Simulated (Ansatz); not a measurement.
Electronic density of states of amorphous Si₂₄O₄₈Ag₃, density 2.57 g/cm³, on a 2×2×2 Γ-centred mesh with a Gaussian width of 0.1 eV; energies count from the Fermi level, whose place inside the gap is arbitrary. Cell and mesh are small, so fine structure isn't converged. All values below come from PBE, scalar-relativistic without spin-orbit coupling (plane waves to 420 eV, PAW; Ansatz, a quantum-chemistry and plane-wave program). Sampling: a 2×2×2 Γ-centred mesh; Fermi-Dirac width 0.02 eV; collinear spin, started from a total moment of 1 μB (at the end a net moment of 1.0 μB). In the spin-polarised cell the level spacing at the Fermi energy can part levels of unlike spin. At PBE the levels at both edges of the gap are localised (band-tail or defect states), and the nearest spread-out levels lie 2.6 eV apart at the zone centre.

A CHGNet melt-quench gave the starting glass, which DFT then relaxed. O atoms were pushed apart under 1.9 Å during the dynamics, to hinder bonds among them. The hot cell started wider than the set density and was brought back towards it in steps. It is the lowest in DFT energy of 2 quenches. It is a model cell: composition and starting density were chosen by hand, and all elements were melted together. No dispersion term was used. Its density started from a set value of 2.57 and ended at 2.57 g/cm³. The quench (nominally 480 K/ps over its main leg) was far faster than any real one, so the model tends to hold more defects than a real film. A cell of this size samples the disorder only roughly. The volume was held where the preparation left it, at a PBE pressure of -0.9 GPa (tension). Stress components on the final sampling reach 3.5 GPa.

```csv
E - EF (eV),states/(eV atom)
-12.00,0.09
-11.90,0.09
-11.80,0.14
-11.70,0.20
-11.60,0.19
-11.50,0.17
-11.40,0.15
-11.30,0.17
-11.20,0.21
-11.10,0.21
-11.00,0.20
-10.90,0.23
-10.80,0.24
-10.70,0.23
-10.60,0.17
-10.50,0.14
-10.40,0.19
-10.30,0.23
-10.20,0.18
-10.10,0.15
-10.00,0.15
-9.90,0.13
-9.80,0.14
-9.70,0.15
-9.60,0.19
-9.50,0.20
-9.40,0.21
-9.30,0.22
-9.20,0.25
-9.10,0.32
-9.00,0.42
-8.90,0.42
-8.80,0.37
-8.70,0.41
-8.60,0.49
-8.50,0.63
-8.40,0.61
-8.30,0.49
-8.20,0.43
-8.10,0.50
-8.00,0.39
-7.90,0.34
-7.80,0.43
-7.70,0.34
-7.60,0.17
-7.50,0.10
-7.40,0.12
-7.30,0.21
-7.20,0.19
-7.10,0.16
-7.00,0.25
-6.90,0.44
-6.80,0.59
-6.70,0.56
-6.60,0.48
-6.50,0.36
-6.40,0.35
-6.30,0.39
-6.20,0.46
-6.10,0.57
-6.00,0.64
-5.90,0.69
-5.80,0.65
-5.70,0.70
-5.60,0.81
-5.50,0.80
-5.40,0.80
-5.30,0.88
-5.20,0.88
-5.10,0.84
-5.00,0.88
-4.90,0.92
-4.80,0.90
-4.70,0.85
-4.60,0.87
-4.50,0.87
-4.40,0.88
-4.30,0.95
-4.20,0.93
-4.10,0.90
-4.00,0.91
-3.90,0.89
-3.80,0.83
-3.70,0.83
-3.60,0.72
-3.50,0.49
-3.40,0.45
-3.30,0.48
-3.20,0.37
-3.10,0.34
-3.00,0.33
-2.90,0.14
-2.80,0.04
-2.70,0.16
-2.60,0.26
-2.50,0.24
-2.40,0.15
-2.30,0.15
-2.20,0.08
-2.10,0.05
-2.00,0.13
-1.90,0.08
-1.80,0.01
-1.70,0.00
-1.60,0.00
-1.50,0.01
-1.40,0.05
-1.30,0.12
-1.20,0.07
-1.10,0.01
-1.00,0.00
-0.90,0.03
-0.80,0.07
-0.70,0.03
-0.60,0.00
-0.50,0.00
-0.40,0.00
-0.30,0.00
-0.20,0.00
-0.10,0.00
0.00,0.00
0.10,0.00
0.20,0.00
0.30,0.00
0.40,0.00
0.50,0.00
0.60,0.00
0.70,0.03
0.80,0.07
0.90,0.03
1.00,0.00
1.10,0.00
1.20,0.02
1.30,0.08
1.40,0.10
1.50,0.05
1.60,0.01
1.70,0.01
1.80,0.03
1.90,0.05
2.00,0.09
2.10,0.10
2.20,0.09
2.30,0.09
2.40,0.08
2.50,0.04
2.60,0.05
2.70,0.09
2.80,0.12
2.90,0.12
3.00,0.12
3.10,0.13
3.20,0.13
3.30,0.13
3.40,0.15
3.50,0.15
3.60,0.16
3.70,0.18
3.80,0.20
3.90,0.24
4.00,0.25
4.10,0.24
4.20,0.21
4.30,0.20
4.40,0.25
4.50,0.26
4.60,0.26
4.70,0.27
4.80,0.28
4.90,0.29
5.00,0.33
5.10,0.36
5.20,0.42
5.30,0.46
5.40,0.50
5.50,0.53
5.60,0.51
```

The level spacing at the Fermi energy on this mesh is 1.53 eV; the broadening fills part of it in the curve.
